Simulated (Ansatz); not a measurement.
Ge2Sb2Te5 (model structure, P3m1, No. 156, 9 atoms in the cell), treated with PBE+SOC in Ansatz (PAW).

The input as run:

Ansatz 0.2 input:
```yaml
crystal:
  lattice:
    - [4.2456544777, -0.000000284, 0.0]
    - [-2.1228269929, 3.6768447754, 0.0]
    - [0.0, 0.0, 17.3170769913]
  atoms:
    - { symbol: Te, position: [0.0, 0.0, 0.9967558647] }
    - { symbol: Sb, position: [0.3333333333, 0.6666666667, 0.0978780995] }
    - { symbol: Te, position: [0.6666666667, 0.3333333333, 0.2084929287] }
    - { symbol: Sb, position: [0.0, 0.0, 0.3261699097] }
    - { symbol: Te, position: [0.3333333333, 0.6666666667, 0.4245117953] }
    - { symbol: Te, position: [0.6666666667, 0.3333333333, 0.5745290657] }
    - { symbol: Ge, position: [0.0, 0.0, 0.6571890154] }
    - { symbol: Te, position: [0.3333333333, 0.6666666667, 0.7858673537] }
    - { symbol: Ge, position: [0.6666666667, 0.3333333333, 0.8697819675] }
basis:
  ecutwfc: 520
  ecutrho_ratio: 4
  xc_grid: 2
kpoints:
  mp_grid: { grid: [6, 6, 2] }
hamiltonian:
  xc: pbe
  dispersion: none
  pseudopotentials: { kind: paw }
scf:
  occupations: { method: fermi_dirac, width: 0.01 }
  convergence: { dr2_threshold: 0.0000000009 }
output:
  forces: true
  stress: true
  eigenvalues: true
magnetization:
  noncollinear: true
  spin_orbit: true
```

Output (set-up and result lines):

```
Crystal: 9 atoms, lattice volume = 270.330 Å³
Basis set: ecut = 520 eV, 7223 PW (Γ), exchange–correlation on 64×64×270 points (8 copies of the dense FFT grid, shifted against one another)
Bands: 166, of which v1, the nominal top of the filled ones, is band 138 counted from 1 (137 counted from 0)
Symmetry: 6 space group operations + 6 with time reversal
k-points: 14 of 72 (time reversal used)
Initial density: superposition of atomic densities (chi_scale 0.1, normalization cell, long waves kept (reshape's long-wave potential 0.26 eV rms))
Functional: x = pbe(κ = 0.804, μ = 0.2195149727645171), c = pbe(β = 0.06672455060314922)
spin=Noncollinear: Resta preconditioning applied to the charge; magnetization (m_x, m_y, m_z) channels mix plain (no charge-response kernel on spin).
SCF 1 converged in 15 iterations: F = -56478.189049 eV  dr2 = 6.83e-10
SCF converged after 15 iterations
Free energy (F): -56478.189049 eV
Internal energy: -56478.188998 eV  (E = F + TS)
E sigma→0 (E₀):  -56478.189023 eV
Fermi energy:    9.475216 eV
--- Forces (eV/Å), atoms counted from 1 ---
  atom   1  Te     0.00000000    -0.00000000    -0.23537174
  atom   2  Sb    -0.00000000     0.00000000    -0.08238512
  atom   3  Te    -0.00000000    -0.00000000     0.05283671
  atom   4  Sb    -0.00000000    -0.00000000    -0.00088970
  atom   5  Te    -0.00000000     0.00000000     0.01626436
  atom   6  Te    -0.00000000    -0.00000000     0.19351217
  atom   7  Ge    -0.00000000     0.00000000     0.03611109
  atom   8  Te     0.00000000    -0.00000000     0.01940381
  atom   9  Ge    -0.00000000     0.00000000     0.00052004
--- Stress (GPa, compression-positive) ---
        1.588852      -0.000000      -0.000000
       -0.000000       1.588852      -0.000000
       -0.000000      -0.000000       1.548679
  P = ⅓ Tr σ = 1.5755 GPa (15.755 kbar)
```

Note: the relaxation could raise the start's symmetry but not lower it, so the cell can be a saddle point. Note: cell and atoms aren't relaxed at this level (largest force component 0.24 eV/Å, pressure 1.6 GPa).

Cost on a shared machine: roughly 2.3 core-minutes.

A model structure was made by putting elements into a prototype or built by hand; it is no filed structure, need not be a known phase, and can be a saddle point held by its symmetry.

Ansatz is a first-principles code.
